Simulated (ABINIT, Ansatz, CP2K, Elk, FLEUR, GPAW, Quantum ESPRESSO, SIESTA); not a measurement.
**Code comparison for CaNi2 (Fd-3m, 6 atoms in the cell)**

Self-consistent single point, at a second geometry (lattice scaled by 0.98). First geometry:

```xyz
6
Lattice="0.0000 3.5000 3.5000 3.5000 0.0000 3.5000 3.5000 3.5000 0.0000" Properties=species:S:1:pos:R:3 pbc="T T T"
Ca     0.0000     0.0000     0.0000
Ca     1.7500     1.7500     1.7500
Ni     4.3750     4.3750     4.3750
Ni     4.3750     2.6250     2.6250
Ni     2.6250     2.6250     4.3750
Ni     2.6250     4.3750     2.6250
```

Shared settings, as Ansatz (an electronic-structure program) writes them: kpoints.mp_grid.grid = 6 6 6; scf.occupations.method = fermi_dirac; scf.occupations.width = 0.1 eV. Potentials and cutoffs stand in the table.

```tsv
code	model	ΔF from the first geometry (meV/atom)	pressure (GPa)	cutoff
Elk	PBEsol, all-electron FP-LAPW, Elk's shipped species files, APW+lo basis with extra local orbitals	36.6	–	rgkmax 8
GPAW	PBEsol, GPAW PAW datasets PBEsol (made by gpaw-setup)	44.9	13.10	850 eV
Ansatz	PBEsol, PAW files made with PBE	37.4	11.39	420 eV
SIESTA	GGA PBEsol, numerical atomic orbitals DZP, PseudoDojo PBEsol standard norm-conserving potentials (rewritten from UPF to PSML)	112.3	27.35	grid 300 Ry
FLEUR	PBEsol, all-electron FLAPW (FLEUR), scalar-relativistic valence	38.0	–	Kmax 3.8 1/bohr
CP2K	PBEsol, GPW, DZVP-MOLOPT-SR-GTH basis, GTH-PBE potentials (GTH_POTENTIALS)	45.3	12.86	grid 600 Ry
Quantum ESPRESSO	PBEsol, PSlibrary ultrasoft (PBE) pseudopotentials	38.9	10.81	50 Ry
ABINIT	PBEsol, norm-conserving pseudopotentials (PseudoDojo nc-sr-04 PBEsol standard)	37.1	11.34	98 Ry
```

For Quantum ESPRESSO (by 1.0 GPa) the energy change implies a higher mean pressure, against the two pressures, than for the other programs: a sign of finite-basis (Pulay) stress.

A dash marks a value that a program does not give, or that is left out as unsure.

On Ansatz's run: spin polarisation is off.

The spread over the programs that give each value: ΔF from the first geometry within 75.7 meV/atom; pressure within 16.54 GPa.

SIESTA and CP2K use small atom-centred bases, whose incompleteness enters pressures, forces and empty levels differently from a plane-wave cutoff. Elk and FLEUR treat all electrons, but the usual bases taken here (sphere radii, linearisation, local orbitals, empty states) were not tested for convergence, so the values are no reference for the others. Ansatz's pressure is given at a fixed set of plane waves, as the other plane-wave codes print theirs; with its correction for the finite basis it is 11.43 GPa. In the pressure, GPAW (by 1.74), SIESTA (by 15.99) and CP2K (by 1.50) lie more than 1 GPa from the median of the plane-wave programs.

The starting cell comes from a database of computed structures (which also holds hypothetical and non-ambient phases and stackings), without a prior relaxation at this level. Its lattice was rescaled by a random factor within 2.5 % of one. For this run, on top of that: lattice scaled by 0.98.

Keys are those of Ansatz 0.2.
